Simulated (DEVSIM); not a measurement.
Structure: Ni/HfO2/p-Si capacitor, at 300 K.

Layer 1 from the left is HfO2, thickness (nm) 3.70. Layer 2 from the left is Si, thickness (nm) 6000, Na (cm⁻³) 9.3e15.

Metal gate on the left, work function 5.1 eV. Fixed charge at the semiconductor interface 0 cm⁻² (in units of +e); no interface traps.

The device is made up for the run: typed textbook-type constants, with dimensions and the other settings drawn at random. Values at 300 K.

HfO2: gap (eV) 5.7, affinity (eV) 2.5, permittivity 22. Si: gap (eV) 1.124, affinity (eV) 4.05, permittivity 11.7, Nc (cm⁻³) 2.86e19, Nv (cm⁻³) 3.1e19.

Question: Estimate by hand the flat-band voltage, the threshold voltage, and compare with a numerical solution.

Answer: 
- Flat-band voltage: C = 5.26 μF/cm², work-function difference 0.136 V; VFB = φms − qNf/C = 0.14 V; numerical 0.14 V.
- Threshold voltage: φF = 0.353 V, depletion charge √(4εqNφF) = 4.67e-8 C/cm²; VT = VFB + 2φF + Qd/C = 0.85 V; numerical 0.85 V.

DEVSIM, 1D Poisson equation in equilibrium, Boltzmann statistics, complete ionisation; no quantum confinement or tunnelling. Metal contacts follow the ideal Schottky-Mott rule: no Fermi-level pinning, no interface dipoles.
